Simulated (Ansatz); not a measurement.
This concerns the formation energy of WC (P-6m2) from the elements. Reaction: C (graphite) + W (bcc) → WC (P-6m2). A negative value means that the right-hand side lies lower. The value is per atom of the solid.

WC (P-6m2), 2 atoms in the cell; spin state with PBE: run without spin, k-point mesh 12×18×18 on the run's own vectors.
WC is taken in the hexagonal space group P-6m2 (No. 187), Pearson symbol hP2. Conventional cell: a = b = 2.9023 Å, c = 2.8327 Å, α = β = 90.00°, γ = 120.00°. W on 1a is coordinated by 6 C at 2.194 Å and 8 W at 2.833–2.902 Å. C on 1d has 6 W at 2.194 Å (trigonal prismatic). (Neighbours: up to the widest gap in distance over summed covalent radii, below 1.35, at either atom; cation-cation and far metal-metal contacts left out.)

C (graphite, P6₃/mmc), 4 atoms in the cell, k-point mesh 18×18×6 on the run's own vectors. Conventional cell: a = b = 2.465 Å, c = 6.741 Å, α = β = 90.00°, γ = 120.00°.

W (bcc, Im-3m), 1 atom in the cell; spin state with PBE: run without spin, k-point mesh 26×26×26 on the run's own vectors. Conventional cell: a = b = c = 3.1594 Å, α = β = γ = 90.00°.

Computed with Ansatz (plane waves, PAW), its PAW set soft_1, cutoff 420 eV, 500 eV for r2SCAN. The structures are at rest with PBE+D3(BJ); other levels are single points on them. Neutral cells; Fermi-Dirac smearing of at most 0.10 eV in the solids, energies taken to zero width. The lattices are those relaxed with PBE+D3(BJ), so at other levels the solids can be strained, which adds to the spread. A dispersion term (D3(BJ), or D4 for r2SCAN) was computed beside these levels and is taken off wherever the name lacks it. Nuclei at rest; no vibrational terms. The runs are scalar-relativistic, without spin-orbit coupling.

Problem. Estimate the value that r2SCAN returns for this input.

Solution. -0.18 eV/atom, for C (graphite) + W (bcc) → WC (P-6m2).

Problem. How does the value move with the functional?

Solution. 
```tsv
Functional	value (eV/atom)	less r2SCAN
PBE	-0.15	0.03
PBE+D3(BJ)	-0.19	-0.01
```

The levels span 0.04 eV/atom, from PBE+D3(BJ) (-0.19) to PBE (-0.15).

Ansatz is a first-principles code.
